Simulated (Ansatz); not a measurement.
## A computed series for Ta3Sn: element substitutions

The reference is Ta3Sn in the A15 (Cr3Si type) structure (space group Pm-3n, No. 223).

```yaml
crystal:
  lattice:
    - [5.26079, 0.00000, 0.00000]
    - [0.00000, 5.26079, 0.00000]
    - [0.00000, 0.00000, 5.26079]
  atoms:
    - { symbol: Ta, position: [0.25000, 0.00000, 0.50000] }
    - { symbol: Ta, position: [0.75000, 0.00000, 0.50000] }
    - { symbol: Ta, position: [0.50000, 0.75000, 0.00000] }
    - { symbol: Ta, position: [0.50000, 0.25000, 0.00000] }
    - { symbol: Ta, position: [0.00000, 0.50000, 0.75000] }
    - { symbol: Ta, position: [0.00000, 0.50000, 0.25000] }
    - { symbol: Sn, position: [0.00000, 0.00000, 0.00000] }
    - { symbol: Sn, position: [0.50000, 0.50000, 0.50000] }
```

Each row replaces one element on all its sites; cell and atoms are relaxed.

The values are results of PBEsol/PAW in Ansatz (a first-principles code), without spin-orbit coupling, not measurements.

| case | shortest interatomic distance | density |
|---|---|---|
| base | 2.630 Å | 15.09 g/cm³ |
| Sn → C | ___ | ___ |
| Ta → Nb | 2.629 Å | 9.08 g/cm³ |
| Sn → Cd | 2.617 Å | 15.19 g/cm³ |

Question: Complete the table.

Answer: 
- Sn → C, shortest interatomic distance: 2.450 Å
- Sn → C, density: 15.66 g/cm³

No phonon test of stability was made. As relaxed here, Ta3C and Ta3Cd are hypothetical phases, not in the database extracts checked. All final runs are without spin polarisation. Ta3Cd has a high density of states at the Fermi level and may be magnetic at this level.
